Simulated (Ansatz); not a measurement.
**Hypothetical Fm-3m WGe2 under a change: W vacancy, symmetric start**

Consider a 12-atom supercell of WGe2 (space group Fm-3m, No. 225; a = 6.0489 Å; a hypothetical phase, not in the database extracts checked) at its relaxed geometry.

Perturbation: one W atom is removed, atoms relaxed at fixed cell.

All numbers come from DFT with PBEsol, PAW potentials and a 420 eV plane-wave cutoff in Ansatz (a quantum-chemistry and plane-wave program), no SOC, earlier PAW set. Γ-centred 6×6×6 mesh, Fermi–Dirac width 0.05 eV.

The energy gained by relaxation amounts to 0.00 eV and the largest displacement of a host atom from its site in the perfect cell comes out as 0.01 Å. The mean distance from the defect site to its nearest host atoms grows by 0.02 bohr (4.95 bohr → 4.97 bohr).

Final structure:

```xyz
11
Lattice="-6.0489 0.0000 0.0000 0.0000 0.0000 6.0489 0.0000 6.0489 0.0000" Properties=species:S:1:pos:R:3 pbc="T T T"
W     -3.0245     3.0245     0.0000
W     -3.0245     0.0000     3.0245
W      0.0000     3.0245     3.0245
Ge    -4.5307     1.5183     1.5183
Ge    -1.5183     4.5307     1.5183
Ge    -1.5183     1.5183     4.5307
Ge    -4.5307     4.5307     4.5307
Ge    -1.5183     4.5307     4.5307
Ge    -4.5307     1.5183     4.5307
Ge    -4.5307     4.5307     1.5183
Ge    -1.5183     1.5183     1.5183
```

In so small a cell the defect repeats every few ångströms: this is an ordered compound, not a dilute defect. The defect started on the symmetric site and kept its symmetry, so it may sit on a saddle. All final runs are without spin polarisation. W3Ge8 and WGe2 have a high density of states at the Fermi level and may be magnetic at this level. The defect cell is not spin-polarised.
